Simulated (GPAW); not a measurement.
Input and output of a self-consistent single point for SnSe₂ (P-3m1, 3 atoms in the cell) (GPAW).

Method of the run: PBE, GPAW PAW datasets PBE (gpaw-data 1.0.1) (plane waves; GPAW 25.7.0).

The change in words: lattice scaled by 0.98. Reference geometry:
```yaml
crystal:
  lattice:
    - [3.82576, 0.00000, 0.00000]
    - [-1.91288, 3.31321, 0.00000]
    - [0.00000, 0.00000, 6.45864]
  atoms:
    - { symbol: Sn, position: [0.00000, 0.00000, 0.00000] }
    - { symbol: Se, position: [0.66667, 0.33333, 0.75710] }
    - { symbol: Se, position: [0.33333, 0.66667, 0.24290] }
```

Reference input (self-consistent single point, DFT PBE, plane waves, GPAW PAW datasets PBE (gpaw-data 1.0.1)): mode = pw; ecut = 550 eV; xc = PBE; kpts = 7 7 4; mesh shift (steps) = 0 0 0; occupations.name = fermi-dirac; occupations.width = 0 eV; nbands = -4; convergence.bands = -2; symmetry.symmorphic = false; symmetry.tolerance = 0.0005; maxiter = 150. This run's input differs from it in these lines:

```diff
@@ -5,8 +5,8 @@
 atoms = Atoms(['Sn', 'Se', 'Se'],
-              cell=[[3.825764, 0.000000, 0.000000],
-                    [-1.912882, 3.313209, 0.000000],
-                    [0.000000, 0.000000, 6.458639]],
+              cell=[[3.749249, 0.000000, 0.000000],
+                    [-1.874624, 3.246945, 0.000000],
+                    [0.000000, 0.000000, 6.329466]],
               positions=[[0.000000, 0.000000, 0.000000],
-                         [1.912884, 1.104402, 4.889836],
-                         [-0.000002, 2.208807, 1.568803]],
+                         [1.874627, 1.082314, 4.792039],
+                         [-0.000002, 2.164631, 1.537427]],
               pbc=True)
```

Log, with long lists cut:

```
     iter     time        total  log10-change:
                         energy   eigst   dens
iter:   1 --:--:--   -12.105624   +0.44
iter:   2 --:--:--   -12.079298   -0.65  -1.20
iter:   3 --:--:--   -11.920647   -1.32  -1.24
iter:   4 --:--:--   -11.944081   -1.50  -1.45
iter:   5 --:--:--   -11.938866   -1.93  -1.68
iter:   6 --:--:--   -11.938139c  -3.11  -1.89
iter:   7 --:--:--   -11.906163   -2.06  -1.89
iter:   8 --:--:--   -11.904437   -3.65  -2.55
iter:   9 --:--:--   -11.904460c  -4.28  -3.08
iter:  10 --:--:--   -11.904411c  -4.55  -3.05
iter:  11 --:--:--   -11.904429c  -4.88  -3.14
iter:  12 --:--:--   -11.904388c  -5.53  -3.53
iter:  13 --:--:--   -11.904404c  -5.74  -3.65
iter:  14 --:--:--   -11.904395c  -6.16  -3.79
iter:  15 --:--:--   -11.904394c  -6.80  -4.28c
iter:  16 --:--:--   -11.904393c  -7.06  -4.30c
iter:  17 --:--:--   -11.904392c  -7.26  -4.39c
iter:  18 --:--:--   -11.904392c  -7.74c -4.46c
Converged after 18 iterations.

Dipole moment: (0.000000, -0.000000, -0.000000) |e|*Ang

Energy contributions relative to reference atoms: (reference = -300217.757568)

Kinetic:        +34.584106
Potential:      -30.698705
External:        +0.000000
XC:             -15.673762
Entropy (-ST):   +0.000000
Local:           -0.116031
SIC:             +0.000000
--------------------------
Free energy:    -11.904392
Extrapolated:   -11.904392

Showing only first 2 kpts
 Kpt  Band  Eigenvalues  Occupancy
  0    11      4.88955    2.00000
  0    12      4.88955    2.00000
  0    13      6.52271    0.00000
  0    14      8.26641    0.00000

  1    11      4.94577    2.00000
  1    12      4.94577    2.00000
  1    13      7.27561    0.00000
  1    14      8.27220    0.00000

Fermi level: 5.56454

Gap: 0.917 eV
Transition (v -> c):
   [... lines left out ...]
Direct gap: 1.322 eV
Transition at: (s=0, k=18, n=12, [0.43, 0.00, -0.25])
Energy (eV): -11.904392

Forces in eV/Ang:
  0 Sn    0.00000    0.00000    0.00000
  1 Se   -0.00000    0.00000   -0.94473
  2 Se    0.00000   -0.00000    0.94473

Stress tensor:
    -0.044977     0.000000     0.000000
     0.000000    -0.044977    -0.000000
     0.000000    -0.000000    -0.044497
Stress (GPa, Voigt): [-7.206  -7.206  -7.1292 -0.      0.      0.    ]
```

The run converged in 18 iterations. GPAW prints stress with tension positive. Against the reference run the free energy goes up by 47.9 meV/atom, the pressure goes from 2.48 to 7.18 GPa, the largest force goes from 0.336 to 0.945 eV/Å and the gap on the mesh goes from 0.843 to 0.917 eV.

The starting cell comes from a database of computed structures (which also holds hypothetical and non-ambient phases and stackings), without a prior relaxation at this level. Its lattice was rescaled by a random factor within 2.5 % of one. For this run, on top of that: lattice scaled by 0.98. With a pressure of about 7 GPa the cell is away from its equilibrium volume at this level.
